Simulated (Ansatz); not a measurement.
Given:

```yaml
crystal:
  lattice:
    - [3.98974, 0.00000, 0.00000]
    - [0.00000, 11.35985, 0.00000]
    - [0.00000, 0.00000, 11.66794]
  atoms:
    - { symbol: Sb, position: [0.25000, 0.96021, 0.15134] }
    - { symbol: Sb, position: [0.75000, 0.03979, 0.84866] }
    - { symbol: Sb, position: [0.75000, 0.46021, 0.34866] }
    - { symbol: Sb, position: [0.25000, 0.53979, 0.65134] }
    - { symbol: Sb, position: [0.75000, 0.67074, 0.01979] }
    - { symbol: Sb, position: [0.25000, 0.32926, 0.98021] }
    - { symbol: Sb, position: [0.25000, 0.17074, 0.48021] }
    - { symbol: Sb, position: [0.75000, 0.82926, 0.51979] }
    - { symbol: Se, position: [0.25000, 0.86745, 0.94423] }
    - { symbol: Se, position: [0.75000, 0.13255, 0.05577] }
    - { symbol: Se, position: [0.75000, 0.36745, 0.55577] }
    - { symbol: Se, position: [0.25000, 0.63255, 0.44423] }
    - { symbol: Se, position: [0.75000, 0.80155, 0.21611] }
    - { symbol: Se, position: [0.25000, 0.19845, 0.78389] }
    - { symbol: Se, position: [0.25000, 0.30155, 0.28389] }
    - { symbol: Se, position: [0.75000, 0.69845, 0.71611] }
    - { symbol: Se, position: [0.25000, 0.94679, 0.62877] }
    - { symbol: Se, position: [0.75000, 0.05321, 0.37123] }
    - { symbol: Se, position: [0.75000, 0.44679, 0.87123] }
    - { symbol: Se, position: [0.25000, 0.55321, 0.12877] }
```

Space group of this cell: Pnma. The cell was relaxed by PBE-D3(BJ); by r2SCAN its mean pressure is 1.4 GPa.

Transport runs along the normal of the first two printed cell vectors.

The gap is the functional's own, uncorrected, and κ follows it; spin-orbit coupling is left out. Mid-gap values are interpolated between the computed energies.

### Question
Give the band gap and the smallest decay constant κ at mid-gap that r2SCAN (Ansatz, an electronic-structure program) yields.

### Answer
Gap 1.05 eV on a 8×4×4 mesh; κ = 0.139 1/Å, at (0.125, 0.000) of the in-plane reciprocal vectors. At the zone centre, at the nearest computed energy, the slowest state has κ = 0.20 1/Å.
